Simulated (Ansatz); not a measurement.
Fluorite HfO₂ (high-temperature phase), treated with LDA+SOC (PAW; Ansatz, a program for electronic structure).

Numerical settings: plane-wave cutoff 520 eV, 8×8×8 k mesh, PAW data made under PBE.

Computed at the level's own relaxed cell.

Hill averages of the elastic tensor: K = 283.3 GPa, G = 123.1 GPa. Volume 10.413 Å³/atom, mean atomic mass 70.163 u.

Work out the density, the sound velocities of a polycrystal and the elastic Debye temperature at this level.

ρ = 1.66054 × 70.163/10.413 = 11.189 g/cm³. v_l = √[(K + 4G/3)/ρ] = 6.324 km/s and v_t = √(G/ρ) = 3.317 km/s. The mean follows from 3/v_m³ = 1/v_l³ + 2/v_t³: v_m = 3.710 km/s. Θ_D = (ħ/k_B) v_m (6π²/V)^(1/3) = 76.38 K Å s/km × 3.710 × 1.7849 Å⁻¹ = 506 K, counting all atoms of the cell.

Note: symmetry holds this phase in the static calculation, where it need not be a minimum; held by symmetry at 0 K, a high-temperature phase can be a saddle point.
